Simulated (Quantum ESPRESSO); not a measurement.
Worked example: self-consistent single point of K2VCl6 (Fm-3m, 9 atoms in the cell) in Quantum ESPRESSO.

Level of theory: LDA (PW92), PseudoDojo standard norm-conserving (LDA) pseudopotentials (plane waves; Quantum ESPRESSO).

```
CELL_PARAMETERS angstrom
     -4.85729     0.00000     4.85729
      0.00000     4.85729     4.85729
     -4.85729     4.85729     0.00000
ATOMIC_POSITIONS crystal
  K  0.25000 0.25000 0.25000
  K  0.75000 0.75000 0.75000
  V  0.00000 0.00000 0.00000
  Cl 0.76182 0.23818 0.23818
  Cl 0.23818 0.76182 0.76182
  Cl 0.23818 0.76182 0.23818
  Cl 0.76182 0.23818 0.76182
  Cl 0.23818 0.23818 0.76182
  Cl 0.76182 0.76182 0.23818
```
Moments meant for the start (each program seeds them in its own way; μB, in the order of the atoms K K V Cl Cl Cl Cl Cl Cl): 0.0 0.0 2.0 0.0 0.0 0.0 0.0 0.0 0.0.

Reference input (self-consistent single point, DFT, LDA (PW92), plane waves, PseudoDojo standard norm-conserving (LDA) pseudopotentials): ecutwfc = 85 Ry; occupations = smearing; smearing = fd; degauss = 0.0073499 Ry; nspin = 2; potentials = {K: K.upf, V: V.upf, Cl: Cl.upf}; K_POINTS = automatic 3 3 3 0 0 0; conv_thr = 1e-10 Ry; mixing_beta = 0.5. This run's input differs from it in these lines:

```diff
@@ -13,3 +13,3 @@
   ntyp = 3
-  ecutwfc = 85
+  ecutwfc = 68
   occupations = 'smearing'
```

Log, with long lists cut:

```
     Self-consistent Calculation

     iteration #  1     ecut=    68.00 Ry     beta= 0.50

---- Real-time Memory Report at c_bands before calling an iterative solver
           236 MiB given to the printing process from OS
           217 MiB allocation reported by mallinfo(arena+hblkhd)
------------------

     Threshold (ethr) on eigenvalues was too large:
     Diagonalizing with lowered threshold

---- Real-time Memory Report at c_bands before calling an iterative solver
           280 MiB given to the printing process from OS
           233 MiB allocation reported by mallinfo(arena+hblkhd)
------------------

   [... lines left out ...]
------------------

     Magnetic moment per site  (integrated on atomic sphere of radius R)
     atom   1 (R=0.146)  charge=  7.9740  magn=  0.0015
     atom   2 (R=0.146)  charge=  7.9740  magn=  0.0015
     atom   3 (R=0.098)  charge= 10.4625  magn=  0.9196
     atom   4 (R=0.098)  charge=  4.9718  magn= -0.0132
     atom   5 (R=0.098)  charge=  4.9718  magn= -0.0132
     atom   6 (R=0.098)  charge=  4.9718  magn= -0.0132
     atom   7 (R=0.098)  charge=  4.9718  magn= -0.0132
     atom   8 (R=0.098)  charge=  4.9718  magn= -0.0132
     atom   9 (R=0.098)  charge=  4.9718  magn= -0.0132
     End of self-consistent calculation

     the Fermi energy is     3.4602 ev

!    total energy              =    -465.02621759 Ry
     estimated scf accuracy    <          4.8E-11 Ry
     smearing contrib. (-TS)   =      -0.01146479 Ry
     internal energy E=F+TS    =    -465.01475280 Ry

     total magnetization       =     1.00 Bohr mag/cell
     absolute magnetization    =     1.24 Bohr mag/cell

     convergence has been achieved in  13 iterations

     Forces acting on atoms (cartesian axes, Ry/au):

     atom    1 type  1   force =     0.00000000   -0.00000000    0.00000000
     atom    2 type  1   force =     0.00000000    0.00000000   -0.00000000
     atom    3 type  2   force =    -0.00000000   -0.00000000    0.00000000
     atom    4 type  3   force =    -0.00000000   -0.01306963   -0.00000000
   [... lines left out ...]

     Total force =     0.032014     Total SCF correction =     0.000003

          total   stress  (Ry/bohr**3)                   (kbar)     P=      -32.72
  -0.00022242  -0.00000000  -0.00000000          -32.72       -0.00       -0.00
  -0.00000000  -0.00022242   0.00000000           -0.00      -32.72        0.00
  -0.00000000  -0.00000000  -0.00022242           -0.00       -0.00      -32.72

   JOB DONE.
```

The run converged in 13 iterations. Against the reference run the free energy rises by 3.8 meV/atom, the pressure goes from -2.98 to -3.27 GPa, the largest force moves little (0.334 to 0.336 eV/Å) and the size of the net moment stays at 0.11 μB/atom.

The starting cell comes from a database of computed structures (which also holds hypothetical and non-ambient phases and stackings), without a prior relaxation at this level. With one magnetic atom in the cell only a parallel order is possible.

Cost on one core of a shared machine: roughly 2 min.
